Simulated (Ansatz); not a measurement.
## Pressure series in NbAs

Consider NbAs (space group I4_1md, No. 109).

```xyz
4
Lattice="-1.7368 1.7368 5.8744 1.7368 -1.7368 5.8744 1.7368 1.7368 -5.8744" Properties=species:S:1:pos:R:3 pbc="T T T"
Nb     0.0000     0.0000    11.7357
Nb     0.0000     1.7368     2.9241
As     0.0000     0.0000     4.9005
As     1.7368     0.0000     1.9633
```

Cell and atoms are relaxed at each pressure.

Level of theory: DFT with PBE, PAW potentials and a 420 eV plane-wave cutoff in Ansatz (a first-principles code), no spin-orbit coupling.

Notes on the quantities. enthalpy: H = E + PV relative to the base's energy.

| variant | lattice parameter a | enthalpy | c/a ratio |
|---|---|---|---|
| base | 3.474 Å | – | 3.382 |
| pressure −2 GPa | 3.486 Å | -0.22 eV/atom | 3.391 |
| pressure −1 GPa | 3.480 Å | -0.11 eV/atom | 3.386 |
| pressure 0.3 GPa | 3.472 Å | +0.03 eV/atom | 3.381 |
| pressure 0.7 GPa | 3.469 Å | +0.08 eV/atom | 3.380 |
| pressure 1.5 GPa | 3.465 Å | +0.17 eV/atom | 3.377 |
| pressure 3 GPa | 3.457 Å | +0.33 eV/atom | 3.370 |
| pressure 5 GPa | 3.447 Å | +0.54 eV/atom | 3.363 |
| pressure 7.5 GPa | 3.434 Å | +0.81 eV/atom | 3.353 |
| pressure 10 GPa | 3.423 Å | +1.07 eV/atom | 3.345 |

Load acts through the strain it causes; cell and atoms are relaxed under it. Stability against distortions was not tested. Competing high-pressure phases were not computed. The final runs are not spin-polarised.
